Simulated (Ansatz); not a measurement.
# HfCo7 (space group P4/mmm, No. 123; ferromagnetic; a cell from a computed database, its experimental status unchecked)

```
HfCo7
1.0
    5.10354     0.00000     0.00000
    0.00000     5.10354     0.00000
    0.00000     0.00000     3.52079
Hf Co
1 7
Cartesian
  2.55177   2.55177   1.76039
  0.00000   0.00000   1.76039
  1.18241   1.18241   0.00000
  3.92113   3.92113   0.00000
  3.92113   1.18241   0.00000
  1.18241   3.92113   0.00000
  0.00000   2.55177   1.76039
  2.55177   0.00000   1.76039
```

Calculations: PBEsol (Ansatz, an electronic-structure program), no spin-orbit coupling. k-mesh 9×9×13 (Γ-centred); smearing 0.05 eV (Fermi–Dirac).

| Property | Value |
|---|---|
| Volume per atom | 11.46 Å³ |
| Density | 10.70 g/cm³ |
| Band gap | zero |
| Magnetic state | ferromagnetic |
| Total energy | -6406.177 eV/atom (σ→0; compares only within this code and set-up) |

Other magnetic orders, which the real material may have, were not ruled out. No phonon test of stability was made. The base started in Cmmm and relaxed to P4/mmm at this level.
